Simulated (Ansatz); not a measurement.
Consider SnTe in the rock salt structure (space group Fm-3m, No. 225; a = 6.370 Å). Axes: x, y, z lie along the cube axes.

The values are results of Kohn–Sham DFT with the r2SCAN functional, run in Ansatz (a quantum-chemistry and plane-wave program) with PAW and 500 eV plane waves, without spin-orbit coupling, not measurements.

Strains are applied to the cell and any free atomic positions relax; under biaxial strain the out-of-plane vector relaxes too; under stress the whole cell relaxes.

One change was made to it. Results:

```tsv
quantity	base	after
band gap	0.13 eV	0.30 eV
energy relative to the base (free energy F)	0 meV/atom	+15 meV/atom
```

**Question.** Name the change that was made.
A. uniaxial stress, 1 GPa compression along z
B. isotropic strain +1.72 %
C. strain tensor (xx, yy, zz, yz, xz, xy) = (+1.27, +0.82, −0.71, +1.22, +0.28, +0.02) %
D. isotropic strain +2.01 %
E. biaxial strain +0.63 %, plane normal [111], relaxed out of plane

**Answer.** D, isotropic strain +2.01 %. For comparison, the energy relative to the base in the other runs: isotropic strain +1.72 % gives +11 meV/atom; strain tensor (xx, yy, zz, yz, xz, xy) = (+1.27, +0.82, −0.71, +1.22, +0.28, +0.02) % gives +4.6 meV/atom; uniaxial stress, 1 GPa compression along z gives +0.7 meV/atom; biaxial strain +0.63 %, plane normal [111], relaxed out of plane gives +0.6 meV/atom.

With Te present, leaving out spin-orbit coupling can change the band edges. Stability under load was not tested beyond the relaxation. All final runs are without spin polarisation. The zero or small gap of SnTe can change with the level of theory.
